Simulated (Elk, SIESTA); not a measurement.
An Elk input for a self-consistent single point of Ba3Sr (Fm-3m, 4 atoms in the cell) (DFT, LDA (PW92), all-electron FP-LAPW, Elk's shipped species files, default APW+lo basis):

```
tasks
  0

swidth
  0.00367493

maxscl
  100

scale
  1.889726125

avec
    0.0000000000    5.0699660000    5.0699660000
    5.0699660000    0.0000000000    5.0699660000
    5.0699660000    5.0699660000    0.0000000000

sppath
  './'

atoms
  2
  'Ba.in'
  3
  0.2500000000  0.2500000000  0.2500000000    0.0 0.0 0.0
  0.7500000000  0.7500000000  0.7500000000    0.0 0.0 0.0
  0.5000000000  0.5000000000  0.5000000000    0.0 0.0 0.0
  'Sr.in'
  1
  0.0000000000  0.0000000000  0.0000000000    0.0 0.0 0.0

ngridk
  7 7 7
```

Give the SIESTA input for the same structure, mesh, smearing and functional.

This is the input that was run; spellings and numerical settings could be chosen otherwise.

```
# files in the folder: Ba.psml Sr.psml (PseudoDojo LDA standard)
SystemName  Ba3Sr
SystemLabel ba3sr

NumberOfAtoms                4
NumberOfSpecies              2
%block ChemicalSpeciesLabel
  1 56 Ba
  2 38 Sr
%endblock ChemicalSpeciesLabel
LatticeConstant              1.0 Ang
%block LatticeVectors
     0.000000000    5.069966000    5.069966000
     5.069966000    0.000000000    5.069966000
     5.069966000    5.069966000    0.000000000
%endblock LatticeVectors
AtomicCoordinatesFormat      Ang
%block AtomicCoordinatesAndAtomicSpecies
     2.534983000    2.534983000    2.534983000  1
     7.604949000    7.604949000    7.604949000  1
     5.069966000    5.069966000    5.069966000  1
     0.000000000    0.000000000    0.000000000  2
%endblock AtomicCoordinatesAndAtomicSpecies

XC.functional                LDA
XC.authors                   PW92
PAO.BasisSize                DZP
PAO.EnergyShift              0.01 Ry
MeshCutoff                   350 Ry
%block kgrid.MonkhorstPack
    7   0   0  0.0
    0   7   0  0.0
    0   0   7  0.0
%endblock kgrid.MonkhorstPack
OccupationFunction           FD
ElectronicTemperature        0.1 eV

MaxSCFIterations             150
SCF.Mixer.Method             Pulay
SCF.Mixer.Weight             0.1
SCF.Mixer.History            6
SCF.DM.Tolerance             1.0E-05
Diag.ParallelOverK           true
WriteForces                  true
Charge.Mulliken              end
```

Basis settings and potentials, where a program has them, do not carry over. This input uses DFT, LDA PW92, numerical atomic orbitals DZP, PseudoDojo LDA standard norm-conserving potentials (rewritten from UPF to PSML). LDA parametrisations can differ slightly between programs.

The starting cell comes from a database of computed structures (which also holds hypothetical and non-ambient phases and stackings), without a prior relaxation at this level. Its lattice was rescaled by a random factor within 2.5 % of one.
